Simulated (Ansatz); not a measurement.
Start from AlAs in the zinc blende structure (space group F-43m, No. 216).

```xyz
2
Lattice="0.0000 2.8373 2.8373 2.8373 0.0000 2.8373 2.8373 2.8373 0.0000" Properties=species:S:1:pos:R:3 pbc="T T T"
As     4.2560     4.2560     4.2560
Al     0.0000     0.0000     0.0000
```

Levels (all Ansatz, a first-principles code, PAW): PBEsol (420 eV, spin-orbit coupling left out); HSE06 (420 eV, no spin-orbit coupling).

Its gap is 1.34 eV with PBEsol and 2.09 eV with HSE06.

Now apply this change: Ga replaces 66.7 % of the Al, ordered in a cell of 6 atoms (starting symmetry Imm2) and fully relaxed.

With PBEsol the gap becomes 0.89 eV.

Q: If the HSE06 correction stayed the same, what would the HSE06 gap be, and what does the HSE06 run give?

A: A rigid correction of +0.75 eV gives 1.64 eV. The HSE06 run gives 1.85 eV, so the correction itself changes by +0.21 eV.

Single points use the geometry relaxed with PBEsol. HSE06 gaps are upper bounds (no full band path). These are small ordered cells, not random alloys; other orderings at the same x differ. Stability against distortions was not tested.
